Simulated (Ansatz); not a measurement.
Start from SiO2 (space group P3_221, No. 154; a = 5.0221 Å, c = 5.5103 Å).

Method: PBE (Ansatz, a first-principles code), without spin-orbit coupling.

One change was made to it. Results:

The c/a ratio rises by 0.002 to 1.099; the lattice parameter a falls by 0.0878 bohr, from 9.490 bohr to 9.403 bohr.

### Question
What was done to the base?
A) pressure 0.9 GPa
B) pressure −1 GPa
C) pressure 2.1 GPa
D) pressure 9 GPa

### Answer
A, pressure 0.9 GPa. For comparison, the lattice parameter a in the other runs: pressure −1 GPa gives 9.611 bohr; pressure 2.1 GPa gives 9.297 bohr; pressure 9 GPa gives 8.872 bohr.

Load acts through the strain it causes; cell and atoms are relaxed under it. Stability against distortions was not tested. No other phases were tried under pressure.
